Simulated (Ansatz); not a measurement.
Take La$_{2}$O$_{3}$ (space group P-3m1, No. 164; a = 3.9061 Å, c = 6.0400 Å) as the base.

The other end (x = 1) is La2S3 (space group P-3m1, No. 164; a hypothetical phase, not in the database extracts checked): 25.55 Å³/atom, gap 2.11 eV; this end may not be an ambient phase.

Level of theory: PBEsol (Ansatz, a quantum-chemistry and plane-wave program), no spin-orbit coupling.

S replaces a fraction x of O; each row is one arrangement (x, atoms in the cell, starting space group or random), fully relaxed.

One change was made to it. Results:

The deviation of the volume from the linear (Vegard-type) interpolation comes out as +5.1 %; the band gap drops by 3.657 eV to 0.12 eV; the gap character (in this cell's own zone, which can be folded) amounts to indirect, A–L (57 % along) → M.

Task: Which change produced these results?
A) x(S) = 0.667, 10 atoms, P2_1/m
B) x(S) = 0.5, 10 atoms, P-3m1
C) x(S) = 0.667, 5 atoms, P-3m1

Result: B, x(S) = 0.5, 10 atoms, P-3m1. For comparison, the band gap in the other runs: x(S) = 0.667, 10 atoms, P2_1/m gives 2.08 eV; x(S) = 0.667, 5 atoms, P-3m1 gives 1.97 eV.

These are small ordered cells, not random alloys; other orderings at the same x differ. No phonon test of stability was made. Under x(S) = 0.5, 10 atoms, P-3m1 the cell changed shape so far that it is another structure. A zero or small gap of La4S3O3 can be the functional's error rather than a property of the material. Labels are those of the standard path for the cell's own space group.
